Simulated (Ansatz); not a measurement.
The reference is SiC in the wurtzite structure (space group P6_3mc, No. 186).

```cif
data_C2Si2
_chemical_formula_sum 'Si2 C2'
_space_group_name_H-M_alt 'P63mc'
_space_group_IT_number 186
_space_group_name_Hall 'P 6c -2c'
_cell_length_a 3.07590
_cell_length_b 3.07590
_cell_length_c 5.04769
_cell_angle_alpha 90.000
_cell_angle_beta 90.000
_cell_angle_gamma 120.000
loop_
_atom_site_label
_atom_site_type_symbol
_atom_site_symmetry_multiplicity
_atom_site_Wyckoff_symbol
_atom_site_fract_x
_atom_site_fract_y
_atom_site_fract_z
_atom_site_occupancy
Si1 Si 2 b 0.66667 0.33333 0.00051 1
C1 C 2 b 0.33333 0.66667 0.12469 1
```

Calculations: PBEsol in Ansatz (plane waves to 420 eV, PAW, spin-orbit coupling left out).

One change was made to it. Results:

The electron mass becomes 0.25 mₑ along c, 0.42 mₑ across (at K) (base: 0.26 mₑ along c, 0.43 mₑ across (at K)); the smallest direct gap grows by 0.08 eV to 3.94 eV.

### Question
Name the change that was made.
(A) pressure 0.7 GPa
(B) pressure 3 GPa
(C) pressure 10 GPa
(D) pressure 0.3 GPa

### Answer
C, pressure 10 GPa. For comparison, the electron mass in the other runs: pressure 0.7 GPa gives 0.26 mₑ along c, 0.43 mₑ across (at K); pressure 0.3 GPa gives 0.26 mₑ along c, 0.43 mₑ across (at K); pressure 3 GPa gives 0.26 mₑ along c, 0.43 mₑ across (at K).

Load acts through the strain it causes; cell and atoms are relaxed under it. Masses are band curvatures over ±0.01 Å⁻¹ around the edge. Whether these cells are dynamically stable was not tested. Competing high-pressure phases were not computed.

Ansatz is a program for electronic structure.
